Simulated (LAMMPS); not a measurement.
MD of Ni (fcc) at zero pressure, 2048 atoms, as a liquid; each row is its own run.

Level of theory: classical MD, pair style adp, file Ni.adp, run in LAMMPS.

```csv
T (K),viscosity (mPa s)
1560,7.14
1730,4.13
2420,2.26
```

### Question
Fit an Arrhenius law, ln y = a + b / x, to these rows (x is the first column, y the second) and predict the run at x = 2160.

### Answer
Least squares gives a = -1.1947 and b = 4768. The slope times kB gives an activation energy of 0.41 eV. At x = 2160 the fit predicts 2.75 mPa s. The run itself gave 2.7 ± 0.1 mPa s, so the fit is 2.2 % high, within the run's error.

Caution (rows 1560; 1730): this liquid lies under the melting point of about 1800 K that EAM-type Ni.adp gives, so it is undercooled.
